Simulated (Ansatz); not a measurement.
Consider Tl in the hcp (Mg type) structure (space group P6_3/mmc, No. 194; a = 3.4583 Å, c = 5.5234 Å).

All numbers come from PBEsol, PAW, 420 eV (Ansatz, an electronic-structure program; spin-orbit coupling left out).

One change was made to it. Results:

```csv
quantity,base,after
c/a ratio,1.597,1.638
lattice parameter a,6.535 bohr,5.798 bohr
```

Q: Name the change that was made.
A. pressure 30 GPa
B. pressure −2 GPa
C. pressure 0.9 GPa

A: A, pressure 30 GPa. For comparison, the lattice parameter a in the other runs: pressure 0.9 GPa gives 6.469 bohr; pressure −2 GPa gives 6.684 bohr.

Load acts through the strain it causes; cell and atoms are relaxed under it. Stability against distortions was not tested. No other phases were tried under pressure.
